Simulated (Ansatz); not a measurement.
# A computed series for MgF2: pressure series

The reference is MgF2 in the rutile structure (space group P4_2/mnm, No. 136; a = 4.639 Å, c = 3.062 Å).

Cell and atoms are relaxed at each pressure.

Calculations: PBEsol (Ansatz, a quantum-chemistry and plane-wave program), no spin-orbit coupling.

Candidates:
(a) pressure 3 GPa
(b) pressure 5 GPa
(c) pressure 7.5 GPa
(d) pressure −1 GPa

Before the change:

The band gap is 6.89 eV.

Problem. Order them by band gap, lowest first.

Solution. (d) pressure −1 GPa (6.82 eV), (a) pressure 3 GPa (7.08 eV), (b) pressure 5 GPa (7.20 eV), (c) pressure 7.5 GPa (7.34 eV)

Load acts through the strain it causes; cell and atoms are relaxed under it. Whether these cells are dynamically stable was not tested. Competing high-pressure phases were not computed. The base started in Pnnm and relaxed to P4_2/mnm at this level.
